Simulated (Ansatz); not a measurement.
A self-consistent single point of LuAu2 (I4mm, 3 atoms in the cell) with Ansatz (a first-principles code).

Computed with LDA (PW92), default PAW files made with PBE (plane waves; Ansatz).

```xyz
3
Lattice="-1.8316 1.8316 4.4709 1.8316 -1.8316 4.4709 1.8316 1.8316 -4.4709" Properties=species:S:1:pos:R:3 pbc="T T T"
Lu     0.0000     0.0000     0.0500
Au     0.0000     0.0000     5.9369
Au     0.0000     0.0000     3.0050
```

Reference input (self-consistent single point, DFT, LDA (PW92), plane waves, default PAW files made with PBE): basis.ecutwfc = 420 eV; kpoints.mp_grid.grid = 13 13 13; hamiltonian.xc = lda; hamiltonian.pseudopotentials = {kind: paw} (the program's default PAW files); scf.occupations.method = gaussian; scf.occupations.width = 0.1 eV. This run's input differs from it in these lines:

Ansatz 0.2 input:
```diff
@@ -13,3 +13,3 @@
 kpoints:
-  mp_grid: { grid: [13, 13, 13] }
+  mp_grid: { grid: [8, 8, 8] }
 hamiltonian:
@@ -18,3 +18,3 @@
 scf:
-  occupations: { method: gaussian, width: 0.1 }
+  occupations: { method: gaussian, width: 0.05 }
 output:
```

Output, abridged:

```
SCF iter   1: F=—  HF=-40225.493243 eV  |F-HF|=—  |Δ(HF+E_count)|=         —  Δρ=5.85e-3  dr2=1.99e-2  ethr=1.77e-3  ⟨swp⟩=5.6  Hψ=10398  notcnv=0
all-band conjugate gradients solve this SCF's bands
preconditioner: auto → Resta (q_TF=auto, 2.751 Å⁻¹)
SCF iter   2: F=—  HF=-40225.488278 eV  |F-HF|=—  |Δ(HF+E_count)|=   4.97e-3  Δρ=2.63e-3  dr2=2.47e-3  ethr=3.17e-5  ⟨swp⟩=2.7  Hψ=5089  notcnv=0  defer=53
   [... lines left out ...]
SCF iter   4: F=—  HF=-40225.487644 eV  |F-HF|=—  |Δ(HF+E_count)|=   2.13e-4  Δρ=6.11e-4  dr2=1.36e-4  ethr=5.04e-7  ⟨swp⟩=3.1  Hψ=4407  notcnv=0  defer=53
SCF iter   5: F=—  HF=-40225.487598 eV  |F-HF|=—  |Δ(HF+E_count)|=   4.65e-5  Δρ=1.67e-4  dr2=1.43e-5  ethr=2.17e-7  ⟨swp⟩=2.9  Hψ=4860  notcnv=0  defer=53
SCF iter   6: F=—  HF=-40225.487586 eV  |F-HF|=—  |Δ(HF+E_count)|=   1.13e-5  Δρ=5.36e-5  dr2=1.37e-6  ethr=2.27e-8  ⟨swp⟩=2.0  Hψ=3834  notcnv=0  defer=53
SCF iter   7: F=-40225.487586 eV  HF=-40225.487586 eV  |F-HF|=2.33e-8  |Δ(HF+E_count)|=   6.48e-7  Δρ=8.08e-6  dr2=5.09e-8  ethr=1.59e-10  ⟨swp⟩=11.1  Hψ=17184  notcnv=0
SCF 1 converged in 7 iterations: F = -40225.487586 eV  dr2 = 5.09e-8
Free energy (F): -40225.487586 eV
Internal energy: -40225.485906 eV  (E = F + TS)
E sigma→0 (E₀):  -40225.486746 eV
Entropy (-TS):   -0.001679 eV (-0.560 meV/atom)
Fermi energy:    18.178900 eV
--- Forces (eV/Å), atoms counted from 1 ---
  atom   1  Lu    -0.00000000     0.00000000    -0.30515841
  atom   2  Au     0.00000000    -0.00000000     0.16926785
  atom   3  Au     0.00000000     0.00000000     0.13588060
--- Stress (GPa, compression-positive) ---
       -7.803729      -0.000000      -0.000000
       -0.000000      -7.803729      -0.000000
       -0.000000      -0.000000      -8.582029
  P = ⅓ Tr σ = -8.0632 GPa (-80.632 kbar)
  The stress holds the Pulay correction. Without it, at fixed plane waves, as pw.x and ABINIT print it: P = -8.1054 GPa
```

The run converged in 7 iterations. Against the reference run the free energy goes up by 3.4 meV/atom, the pressure moves little (-7.99 to -8.06 GPa) and the largest force stays at 0.305 eV/Å.

The starting cell comes from a database of computed structures (which also holds hypothetical and non-ambient phases and stackings), without a prior relaxation at this level. Its lattice was rescaled by up to half a per cent. One atom was moved a little off its site on purpose. With a pressure of about -8 GPa the cell is away from its equilibrium volume at this level. Ansatz's pressure includes its estimate of the finite-basis (Pulay) stress.
